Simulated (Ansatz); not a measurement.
```yaml
crystal:
  lattice:
    - [0.05026, 2.93922, 2.93922]
    - [2.93922, 0.05026, 2.93922]
    - [2.98948, 2.98948, 0.00000]
  atoms:
    - { symbol: In, position: [0.00293, 0.00293, 0.99707] }
    - { symbol: P, position: [0.24707, 0.24707, 0.25293] }
```

No spin polarisation.

Level of theory: Kohn–Sham DFT with the PBEsol functional, run in Ansatz (a program for electronic structure) with PAW and 420 eV plane waves, no spin-orbit coupling. k-mesh 10×10×10 (Γ-centred); smearing 0.05 eV (Fermi–Dirac).

Predict the pressure and gap character.


* **Pressure (mean of the normal stresses, compression positive)**: 0.1 kbar
* **Gap character**: direct at Γ

The cells carry an imposed strain or load. Whether these cells are dynamically stable was not tested. The cell was made from InP in the zinc blende structure (space group F-43m, No. 216) by this change: tensor shear ε_xy = +1.71 %.
